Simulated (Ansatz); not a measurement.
## Ansatz run on CsVN2 (R3m, 8 atoms in the cell): self-consistent single point

Method: PBEsol, default PAW files made with PBE (plane waves; Ansatz, a first-principles code).

This input was run:

Ansatz 0.2 input:
```yaml
crystal:
  lattice:
    - [0.000000, 4.192795, 4.192795]
    - [4.192795, 0.000000, 4.192795]
    - [4.192795, 4.192795, 0.000000]
  atoms:
    - { symbol: Cs, position: [0.253443, 0.253443, 0.253443] }
    - { symbol: Cs, position: [0.000000, 0.000000, 0.000000] }
    - { symbol: V, position: [0.750000, 0.750000, 0.750000] }
    - { symbol: V, position: [0.500000, 0.500000, 0.500000] }
    - { symbol: N, position: [0.625000, 0.625000, 0.625000] }
    - { symbol: N, position: [0.125000, 0.625000, 0.625000] }
    - { symbol: N, position: [0.625000, 0.625000, 0.125000] }
    - { symbol: N, position: [0.625000, 0.125000, 0.625000] }
basis:
  ecutwfc: 420.0
kpoints:
  mp_grid: { grid: [4, 4, 4] }
hamiltonian:
  xc: pbesol
  pseudopotentials: { kind: paw }
scf:
  occupations: { method: fixed }
output:
  forces: true
  eigenvalues: true
  stress: true
```

Output, abridged:

```
WARN ansatz: RAYON_NUM_THREADS=1 ignored (pool sized by the plan → 1); use --threads N
Pseudopotentials: kind: paw
Pseudopotential: Cs, paw, valence charge 9
Pseudopotential: V, paw, valence charge 13
Pseudopotential: N, paw, valence charge 5
Crystal: 8 atoms, lattice volume = 147.415 Å³
Basis set: ecut = 420 eV, 2891 PW (Γ), exchange–correlation on 80×80×80 points (8 copies of the dense FFT grid, shifted against one another)
Bands: 40, of which v1, the nominal top of the filled ones, is band 32 counted from 1 (31 counted from 0)
Symmetry: 6 space group operations
Space group: R3m (ITA 160), of the structure as read, at distance tolerance 5.3e-5 Å
k-points: 13 of 64 (time reversal used)
PAW frozen core: Cs, regenerated for the run's functional, and the local potential with it
PAW frozen core: V, regenerated for the run's functional, and the local potential with it
PAW frozen core: N, regenerated for the run's functional, and the local potential with it
Initial density: superposition of atomic densities (neutral atoms: chi_scale 0, normalization atom), corrected by the library's trained network
Initial wavefunctions: pseudopotential atomic-orbital guess
Eigensolver: davidson
Functional: x = pbesol(κ = 0.804, μ = 0.12345679012345678), c = pbesol(β = 0.046)
SCF iter   1: F=—  HF=-18462.837413 eV  |F-HF|=—  |Δ(HF+E_count)|=         —  Δρ=8.35e-3  dr2=1.05e-1  ethr=1.77e-3  ⟨swp⟩=4.7  Hψ=1807  notcnv=0  defer=74
all-band conjugate gradients solve this SCF's bands
preconditioner: auto → Resta (q_TF=auto, 2.374 Å⁻¹)
SCF iter   2: F=—  HF=-18462.808119 eV  |F-HF|=—  |Δ(HF+E_count)|=   2.93e-2  Δρ=2.32e-3  dr2=1.04e-2  ethr=1.63e-4  ⟨swp⟩=2.2  Hψ=854  notcnv=0  defer=77
SCF iter   3: F=—  HF=-18462.805812 eV  |F-HF|=—  |Δ(HF+E_count)|=   2.31e-3  Δρ=7.12e-4  dr2=7.36e-4  ethr=1.62e-5  ⟨swp⟩=2.0  Hψ=798  notcnv=0  defer=78
SCF iter   4: F=—  HF=-18462.805886 eV  |F-HF|=—  |Δ(HF+E_count)|=   7.39e-5  Δρ=3.51e-4  dr2=2.23e-4  ethr=1.15e-6  ⟨swp⟩=2.0  Hψ=824  notcnv=0  defer=78
SCF iter   5: F=—  HF=-18462.805867 eV  |F-HF|=—  |Δ(HF+E_count)|=   1.85e-5  Δρ=2.40e-4  dr2=9.42e-5  ethr=3.49e-7  ⟨swp⟩=2.0  Hψ=761  notcnv=0  defer=72
SCF iter   6: F=—  HF=-18462.805855 eV  |F-HF|=—  |Δ(HF+E_count)|=   1.18e-5  Δρ=1.74e-4  dr2=5.30e-5  ethr=1.47e-7  ⟨swp⟩=2.0  Hψ=602  notcnv=0  defer=46
SCF iter   7: F=—  HF=-18462.805850 eV  |F-HF|=—  |Δ(HF+E_count)|=   5.45e-6  Δρ=6.51e-5  dr2=7.48e-6  ethr=8.27e-8  ⟨swp⟩=2.0  Hψ=585  notcnv=0  defer=44
SCF iter   8: F=—  HF=-18462.805850 eV  |F-HF|=—  |Δ(HF+E_count)|=   2.19e-7  Δρ=1.62e-5  dr2=5.46e-7  ethr=1.17e-8  ⟨swp⟩=2.0  Hψ=613  notcnv=0  defer=44
SCF iter   9: F=—  HF=-18462.805850 eV  |F-HF|=—  |Δ(HF+E_count)|=   1.26e-8  Δρ=1.55e-5  dr2=5.83e-7  ethr=1.56e-10  ⟨swp⟩=13.2  Hψ=2749  notcnv=0
SCF iter  10: F=-18462.805850 eV  HF=-18462.805850 eV  |F-HF|=1.63e-8  |Δ(HF+E_count)|=   5.60e-8  Δρ=3.58e-6  dr2=2.12e-8  ethr=1.56e-10  ⟨swp⟩=3.9  Hψ=1922  notcnv=0
SCF 1 converged in 10 iterations: F = -18462.805850 eV  dr2 = 2.12e-8
SCF converged after 10 iterations
Free energy (F): -18462.805850 eV
Harris-Foulkes:  -18462.805850 eV  (|F-HF|=1.63e-8)
Internal energy: -18462.805850 eV  (E = F + TS)
E sigma→0 (E₀):  -18462.805850 eV
Fermi energy:    8.027315 eV
--- Per-component energies (eV) ---
  E_band       = -555.062544
  E_kinetic    = 1469.613687
  E_local      = -4962.012113  (includes V_loc(G=0)·N_el)
  E_nonlocal   = 149.703170
  E_hartree    = 2088.951654
  E_xc         = -841.138244
  E_vxc        = -884.285202  (∫ρ·V_xc dr)
  E_paw        = -12623.596177  (= ΣΔE_a)
  E_vpaw       = -505.978491  (= ΣTr[D̂ρ^β])
  E_aug_tail   = 0.000819  (compensation charges beyond the density's cutoff)
  E_ewald      = -3745.028719
  E_core_change = 0.700074  (= ΣΔE_core)
  E_smearing   = -0.000000  (= −TS)
  E_closure    = 0.000000  (closes the sum)
  Σ components = -18462.805850   (vs F -18462.805850, Δ=0.00e0)
--- Forces (eV/Å), atoms counted from 1 ---
  atom   1  Cs    -0.06308677    -0.06308677    -0.06308677
  atom   2  Cs     0.03109604     0.03109604     0.03109604
  atom   3  V      0.01599747     0.01599747     0.01599747
  atom   4  V      0.02460980     0.02460980     0.02460980
  atom   5  N      0.00765229     0.00765229     0.00765229
  atom   6  N     -0.01164172    -0.00231346    -0.00231346
  atom   7  N     -0.00231346    -0.00231346    -0.01164172
  atom   8  N     -0.00231346    -0.01164172    -0.00231346
  max |Σ_I F_I| component: 1.82e-7 eV/Å
--- Stress (GPa, compression-positive) ---
       -3.923481      -0.034855      -0.034855
       -0.034855      -3.923481      -0.034855
       -0.034855      -0.034855      -3.923481
  P = ⅓ Tr σ = -3.9235 GPa (-39.235 kbar)
  The stress holds the Pulay correction. Without it, at fixed plane waves, as pw.x and ABINIT print it: P = -4.1833 GPa
--- Band table (eV; the first three rows and the last of 13) ---
  k-point 0: bands = ["-56.1427", "-56.1412", "-30.1634", "-30.1609", "-30.1609", "-30.1439", "-30.1415", "-30.1415", "-13.6958", "-13.1870", "-5.4354", "-4.4634", "-4.4590", "-4.4590", "-0.8115", "-0.8115", "-0.7176", "-0.1006", "-0.0189", [...]
  k-point 1: bands = ["-56.1425", "-56.1413", "-30.1642", "-30.1618", "-30.1605", "-30.1432", "-30.1419", "-30.1405", "-13.6409", "-13.2436", "-5.3966", "-4.5816", "-4.4619", "-4.4569", "-0.9464", "-0.8720", "-0.7914", "0.0438", "0.1191", "0.1973", [...]
  k-point 2: bands = ["-56.1423", "-56.1416", "-30.1650", "-30.1627", "-30.1600", "-30.1431", "-30.1417", "-30.1397", "-13.5629", "-13.3230", "-5.3449", "-4.7200", "-4.4607", "-4.4546", "-1.0578", "-0.9755", "-0.5968", "0.1585", "0.1636", "0.2392", [...]
  k-point 12: bands = ["-56.1423", "-56.1416", "-30.1627", "-30.1627", "-30.1623", "-30.1451", "-30.1397", "-30.1397", "-13.5829", "-13.3010", "-5.3455", "-4.7286", "-4.4553", "-4.4553", "-1.0373", "-1.0373", "-0.5476", "0.1280", "0.2117", "0.2117", [...]
```

The run converged in 10 iterations.

The starting cell comes from a database of computed structures (which also holds hypothetical and non-ambient phases and stackings), without a prior relaxation at this level. Its lattice was rescaled by up to half a per cent. One atom was moved a little off its site on purpose. With a pressure of about -4 GPa the cell is away from its equilibrium volume at this level. Ansatz's pressure includes its estimate of the finite-basis (Pulay) stress.
